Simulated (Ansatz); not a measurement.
The reference is CdTe in the zinc blende structure (space group F-43m, No. 216; a = 6.558 Å). Axes: x, y, z lie along the cube axes.

Level of theory: Kohn–Sham DFT with the r2SCAN functional, run in Ansatz (an electronic-structure program) with PAW and 500 eV plane waves, no spin-orbit coupling, earlier PAW set.

A first run, uniaxial strain ε_xx = −0.70 %, gives secant values C11 ≈ 52 GPa and C12 ≈ 36 GPa from its stress. A second run applies isotropic strain +1.87 %.

**Question.** What does linear elasticity predict for the bulk modulus −ΔP/(ΔV/V₀) in the second run, and what does the run give?

**Answer.** Linear elasticity: (C11 + 2 C12)/3 = 41 GPa. The run gives 34 GPa; any difference comes from nonlinear terms at these strains and numerical noise.

Whether these cells are dynamically stable was not tested.
